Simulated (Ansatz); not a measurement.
The reference is TiO$_{2}$ in the rutile structure (space group P4_2/mnm, No. 136; a = 4.591 Å, c = 2.939 Å). Axes: x, y, z lie along a, b, c of the conventional cell.

Method: PBEsol (Ansatz, an electronic-structure program, PAW, without spin-orbit coupling).

For the base:

```
Item                            Result
-----------------------------  -------
Shortest interatomic distance  1.942 Å
```

The change: a pure shear with ε_xz = ε_zx = 0.0167; the atoms relax in the strained cell.

What does the calculation give for the largest internal atomic displacement after the change?

The largest internal atomic displacement amounts to 0.016 Å.

Estimate the effect on the shortest interatomic distance.

The shortest interatomic distance drops by 0.011 Å (1.942 Å → 1.931 Å).

Stability against distortions was not tested. The final runs are not spin-polarised.
